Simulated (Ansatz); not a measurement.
Consider Ir in the fcc (Cu type) structure (space group Fm-3m, No. 225).

```
CELL_PARAMETERS angstrom
      0.00000     1.92220     1.92220
      1.92220     0.00000     1.92220
      1.92220     1.92220     0.00000
ATOMIC_POSITIONS crystal
  Ir 0.00000 0.00000 0.00000
```

Cartesian axes are those of the cell as printed.

Level of theory: plane-wave PAW DFT at the r2SCAN level (Ansatz, a first-principles code, 500 eV), no spin-orbit coupling.

Strains are applied to the cell and any free atomic positions relax; under biaxial strain the out-of-plane vector relaxes too; under stress the whole cell relaxes.

One change was made to it. Results:

| quantity | base | after |
|---|---|---|
| energy relative to the base (free energy F) | 0 meV/atom | +120 meV/atom |
| shortest interatomic distance | 2.718 Å | 2.736 Å |

Q: Name the change that was made.
(A) strain tensor (xx, yy, zz, yz, xz, xy) = (+1.00, −0.75, −0.02, +0.65, +0.22, −0.25) %
(B) biaxial strain +0.65 %, plane normal [111], relaxed out of plane
(C) biaxial strain +4.79 %, plane normal [001], relaxed out of plane
(D) tensor shear ε_xz = +0.75 %
(E) uniaxial stress, 8 GPa tension along x

A: C, biaxial strain +4.79 %, plane normal [001], relaxed out of plane. For comparison, the energy relative to the base in the other runs: tensor shear ε_xz = +0.75 % gives +2.7 meV/atom; strain tensor (xx, yy, zz, yz, xz, xy) = (+1.00, −0.75, −0.02, +0.65, +0.22, −0.25) % gives +5.4 meV/atom; biaxial strain +0.65 %, plane normal [111], relaxed out of plane gives +3.0 meV/atom; uniaxial stress, 8 GPa tension along x gives +5.8 meV/atom.

Without a gap, meshes like the base's 21×21×21 leave anisotropic stresses uncertain by several tenths of a GPa, and small strain energies with them. Beyond what the load breaks, stability against distortions was not tested. The final runs are not spin-polarised.
